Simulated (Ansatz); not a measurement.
Functionals compared on a constructed model of the (110) surface of bcc Nb, a pseudomorphic layer of Al in the host's stacking (bottom of the slab: a bare face, its two planes held), in Ansatz (plane waves, PAW). The structure was relaxed with PBE; the other rows are single points on it. Cutoff 420 eV (500 eV for r2SCAN).

Slab: 7 atoms, 14.2 Å thick at the start; k 14x14x1, smearing 0.1 eV, dipole-corrected; 2 atoms held, the rest relaxed; start symmetry kept, larger cells not searched; no spin, no spin-orbit, no U. It is one candidate, not shown to be the stable structure of the face. These notes are the PBE run's.

```tsv
functional	work function of the top face (eV)	rough cost of the single point
PBE	4.28	–
RPBE	?	about 60 core-seconds (a rough figure)
r2SCAN	4.30	around 110 core-seconds (rough)
```

### Question
What belongs in the gaps?

### Answer

- RPBE, work function of the top face (eV): 4.19

Ansatz is a program for electronic structure.
